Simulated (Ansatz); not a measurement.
The starting structures come from a database of crystals and need not be the phases stable at ambient conditions.

 Where the default PAW files enter, the runs use the earlier of Ansatz's two default sets.

Data:

```yaml
crystal:
  lattice:
    - [4.57252, 0.00000, 0.00000]
    - [-2.28626, 3.95992, 0.00000]
    - [0.00000, 0.00000, 7.02741]
  atoms:
    - { symbol: Mg, position: [0.00000, 0.00000, 0.00000] }
    - { symbol: Mg, position: [0.33333, 0.66667, 0.36662] }
    - { symbol: Mg, position: [0.66667, 0.33333, 0.63338] }
    - { symbol: Sb, position: [0.33333, 0.66667, 0.77187] }
    - { symbol: Sb, position: [0.66667, 0.33333, 0.22813] }
```

Space group of this cell: P-3m1. The cell is strained (lengths along the current scaled by 0.97, ions clamped); by r2SCAN its mean pressure is 1.5 GPa.

Transport runs along the normal of the first two printed cell vectors, the (001) (indices of the unstrained crystal) plane of the conventional cell.

The gap is the functional's own, uncorrected, and κ follows it; spin-orbit coupling is left out. Mid-gap values are interpolated between the computed energies.

Q: State the band gap and the smallest decay constant κ at mid-gap according to r2SCAN in Ansatz (an electronic-structure program).

A: Gap 0.49 eV on a 12×12×4 mesh; κ = 0.072 1/Å, at the zone centre.
